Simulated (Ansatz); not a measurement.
Consider the following.

End structure of a constructed model of the (110) surface of bcc W, a layer of Ag in place of the second plane (bottom of the slab: a bare face, its two planes held):

```yaml
crystal:
  lattice:
    - [2.75768, 0.00000, 0.00000]
    - [-0.91923, 2.59996, 0.00000]
    - [0.00000, 0.00000, 27.50000]
  atoms:
    - { symbol: W, position: [0.50000, 0.50000, 0.29902] }
    - { symbol: W, position: [0.00000, 0.00000, 0.38089] }
    - { symbol: W, position: [0.50000, 0.50000, 0.46274] }
    - { symbol: W, position: [0.00000, 0.00000, 0.54317] }
    - { symbol: Ag, position: [0.50000, 0.50000, 0.63141] }
    - { symbol: W, position: [0.00000, 0.00000, 0.71850] }
```

Slab: 6 atoms, 11.1 Å thick at the start with caps and adatoms (thin: gaps and levels are the slab's own); k 14x14x1, smearing 0.1 eV, dipole-corrected; 2 atoms held, the rest relaxed; symmetry of the start imposed; no spin, no spin-orbit, no U. In PBE it lies 0.23 eV a 1x1 cell over the lowest computed structure of the same composition (a layer of Ag in place of the third plane).

Q: What work function of the top face does PBE in Ansatz (a program for electronic structure) give?

A: 5.58 eV
